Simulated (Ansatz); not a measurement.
## SiO2: response to strain

Consider SiO2 (space group P3_221, No. 154).

```
SiO2
1.0
    5.02211     0.00000     0.00000
   -2.51105     4.34927     0.00000
    0.00000     0.00000     5.51028
Si O
3 6
Cartesian
  1.19708   2.07341   0.00000
  2.62794   0.00000   3.67352
 -1.31397   2.27586   1.83676
  1.68219   0.69218   4.80377
  3.58157   1.11073   2.96701
 -0.24165   1.80291   0.70651
  1.07051   3.23855   4.38003
 -0.82887   3.65709   2.54327
  2.26941   2.54637   1.13025
```

Cartesian axes are those of the cell as printed.

Strains are applied to the cell and any free atomic positions relax; under biaxial strain the out-of-plane vector relaxes too.

The values are results of PBE (Ansatz, an electronic-structure program, PAW, scalar-relativistic without spin-orbit coupling), not measurements.

Candidates:
(a) biaxial strain +2.25 %, plane normal [001], relaxed out of plane
(b) biaxial strain +0.75 %, plane normal [001], relaxed out of plane
(c) biaxial strain +3.00 %, plane normal [001], relaxed out of plane

Task: Order them by out-of-plane strain, highest first.

Result: (b) biaxial strain +0.75 %, plane normal [001], relaxed out of plane (-0.13 %), (a) biaxial strain +2.25 %, plane normal [001], relaxed out of plane (-0.37 %), (c) biaxial strain +3.00 %, plane normal [001], relaxed out of plane (-0.50 %)

No phonon test of stability was made.
